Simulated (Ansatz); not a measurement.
The parent structure is Be₃P₂ (space group P-3m1, No. 164; a = 3.468 Å, c = 5.697 Å; a hypothetical phase, not in the database extracts checked). Axes: x lies along a and z along c of the hexagonal cell.

All numbers come from PBEsol, PAW, 420 eV (Ansatz, a quantum-chemistry and plane-wave program; scalar-relativistic without spin-orbit coupling).

Before the change:

The band gap is zero. The pressure is 0.0 GPa and the shortest interatomic distance is 2.170 Å.

One thing is altered: biaxial strain −1.95 %, plane normal [001], relaxed out of plane (Cartesian); in-plane vectors clamped, the third vector and the atoms free.

Problem. What does the calculation give for the band gap after the change?

Solution. The band gap is still zero.

Problem. Estimate the effect on the pressure.

Solution. The pressure (mean of the normal stresses, compression positive) goes from zero to 3.6 GPa.

Problem. How does this affect the shortest interatomic distance?

Solution. The shortest interatomic distance falls by 0.016 Å to 2.154 Å.

No phonon test of stability was made. The final runs are not spin-polarised. A zero or small gap of Be3P2 can be the functional's error rather than a property of the material.
